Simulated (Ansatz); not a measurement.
# ZnCu, pressure series

The parent structure is ZnCu in the CsCl type structure (space group Pm-3m, No. 221; a = 2.9083 Å).

Cell and atoms are relaxed at each pressure.

Computed with plane-wave PAW DFT at the PBEsol level (Ansatz, an electronic-structure program, 420 eV), no spin-orbit coupling.

Notes on the quantities. enthalpy: H = E + PV relative to the base's energy.

```tsv
variant	density	shortest interatomic distance	enthalpy
base	8.71 g/cm³	2.519 Å	–
pressure −2 GPa	8.57 g/cm³	2.531 Å	-0.15 eV/atom
pressure −1 GPa	8.64 g/cm³	2.525 Å	-0.08 eV/atom
pressure 0.9 GPa	8.76 g/cm³	2.513 Å	+0.07 eV/atom
pressure 2.1 GPa	8.84 g/cm³	2.506 Å	+0.16 eV/atom
pressure 4.5 GPa	…	…	+0.34 eV/atom
pressure 9 GPa	9.22 g/cm³	2.471 Å	+0.67 eV/atom
pressure 15 GPa	9.51 g/cm³	2.446 Å	+1.10 eV/atom
pressure 22.5 GPa	9.83 g/cm³	2.419 Å	+1.62 eV/atom
pressure 30 GPa	10.12 g/cm³	2.395 Å	+2.12 eV/atom
```

### Question
Complete the table.

### Answer

- pressure 4.5 GPa, density: 8.97 g/cm³
- pressure 4.5 GPa, shortest interatomic distance: 2.493 Å

Load acts through the strain it causes; cell and atoms are relaxed under it. Stability against distortions was not tested. Competing high-pressure phases were not computed. The final runs are not spin-polarised.
